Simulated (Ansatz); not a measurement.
Results of LDA (plane waves, PAW; Ansatz, a quantum-chemistry and plane-wave program) for CsCl-type RuAl.

Run with plane-wave cutoff 520 eV, 16×16×16 k mesh, Fermi–Dirac smearing 0.1 eV, perturbation theory, no spin polarisation, scalar-relativistic PAW data made under PBE.

The cell has the measured lattice parameters. Conventional cell: a = 2.9916 Å, b = 2.9916 Å, c = 2.9916 Å, α = 90.00°, β = 90.00°, γ = 90.00°.

Harmonic phonon frequencies (cm⁻¹; i marks an imaginary mode):

```json
[
 {"q point": "Γ", "frequencies": "___"},
 {"q point": "X", "frequencies": "154 154 202 277 277 321"},
 {"q point": "M", "frequencies": "___"},
 {"q point": "R", "frequencies": "171 171 171 325 325 325"}
]
```

**Question.** What belongs in the gaps?

**Answer.** 
- Γ, frequencies: 0 0 0 300 300 300
- M, frequencies: 102 102 184 264 338 338

No imaginary mode appears at these points.

Note: the cell isn't this level's own, so it is under some stress, which shifts stiffness and frequencies.
